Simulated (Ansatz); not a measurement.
**Parameter sweep on MnGeIr (Pnma, 12 atoms in the cell)**

```cif
data_Ge4Ir4Mn4
_chemical_formula_sum 'Mn4 Ge4 Ir4'
_space_group_name_H-M_alt 'P 1'
_space_group_IT_number 1
_cell_length_a 6.15674
_cell_length_b 3.97856
_cell_length_c 7.45599
_cell_angle_alpha 90.000
_cell_angle_beta 90.000
_cell_angle_gamma 90.000
loop_
_space_group_symop_operation_xyz
  'x, y, z'
loop_
_atom_site_label
_atom_site_type_symbol
_atom_site_fract_x
_atom_site_fract_y
_atom_site_fract_z
_atom_site_occupancy
Mn1 Mn 0.53142 0.25000 0.18559 1
Mn2 Mn 0.46858 0.75000 0.81441 1
Mn3 Mn 0.96858 0.75000 0.68559 1
Mn4 Mn 0.03142 0.25000 0.31441 1
Ge1 Ge 0.76211 0.25000 0.87820 1
Ge2 Ge 0.23789 0.75000 0.12180 1
Ge3 Ge 0.73789 0.75000 0.37820 1
Ge4 Ge 0.26211 0.25000 0.62180 1
Ir1 Ir 0.66434 0.25000 0.56190 1
Ir2 Ir 0.33566 0.75000 0.43810 1
Ir3 Ir 0.83566 0.75000 0.06190 1
Ir4 Ir 0.16434 0.25000 0.93810 1
```
Moments meant for the start (each program seeds them in its own way; μB, in the order of the atoms Mn Mn Mn Mn Ge Ge Ge Ge Ir Ir Ir Ir): 4.0 4.0 4.0 4.0 0.0 0.0 0.0 0.0 0.0 0.0 0.0 0.0.

Base run A: PBEsol, default PAW files made with PBE run with Ansatz (a program for electronic structure), self-consistent single point.

Its settings: kpoints.mp_grid.grid = 4 6 3; kpoints.mp_grid.shift = 0.5 0.5 0.5; hamiltonian.xc = pbesol; hamiltonian.pseudopotentials = {kind: paw} (the program's default PAW files); magnetization.spin_polarized = true; scf.occupations.method = cold; scf.occupations.width = 0.1 eV.

The starting cell comes from a database of computed structures (which also holds hypothetical and non-ambient phases and stackings), without a prior relaxation at this level. The magnetic order is the one reached from the typed start; others were not searched systematically. In the base run, with a pressure of about -8 GPa the cell is away from its equilibrium volume at this level. Ansatz's pressure includes its estimate of the finite-basis (Pulay) stress.

ΔF is the free energy per atom less that of run A. 

Runs:
- B: scf.occupations.width: 0.1 eV → 0.002 eV; width narrowed by the program to 1.40e-3 eV
- C: scf.occupations.width: 0.1 eV → 0.01 eV
- D: scf.occupations.width: 0.1 eV → 0.025 eV
- E: scf.occupations.width: 0.1 eV → 0.05 eV
- F: scf.occupations.width: 0.1 eV → 0.15 eV
- G: scf.occupations.width: 0.1 eV → 0.2 eV
- H: scf.occupations.width: 0.1 eV → 0.3 eV
- I: scf.occupations.width: 0.1 eV → 0.5 eV

| run | ΔF (meV/atom) | pressure (GPa) | largest force (eV/Å) | size of the net moment (μB/atom) | TS (meV/atom) |
|---|---|---|---|---|---|
| A | 0.00 | -7.90 | 0.119 | 1.24 | 0.6 |
| B | 0.32 | -8.11 | 0.136 | 1.22 | 0.0 |
| C | 0.32 | -8.11 | 0.130 | 1.22 | 0.0 |
| D | 0.32 | -8.07 | 0.122 | 1.22 | 0.0 |
| E | 0.28 | -8.00 | 0.121 | 1.23 | 0.2 |
| F | -0.24 | -7.88 | 0.117 | 1.24 | 0.4 |
| G | -0.32 | -7.91 | 0.116 | 1.24 | 0.0 |
| H | 0.05 | -8.03 | 0.120 | 1.23 | -2.4 |
| I | 3.2 | -8.33 | 0.137 | 1.21 | -13.6 |

Run B against A: The free energy hardly moves (within 1 meV/atom), the pressure goes from -7.90 to -8.11 GPa, the largest force goes from 0.119 to 0.136 eV/Å and the size of the net moment moves little (1.24 to 1.22 μB/atom).

Run H against A: The free energy is nearly the same (within 1 meV/atom), the pressure goes from -7.90 to -8.03 GPa, the largest force moves little (0.119 to 0.120 eV/Å) and the size of the net moment hardly changes (1.24 to 1.23 μB/atom).

Left out of this page: 1 run of the series unsound by tests on forces, stress, charge or solver warnings.

Keys are those of Ansatz 0.2.
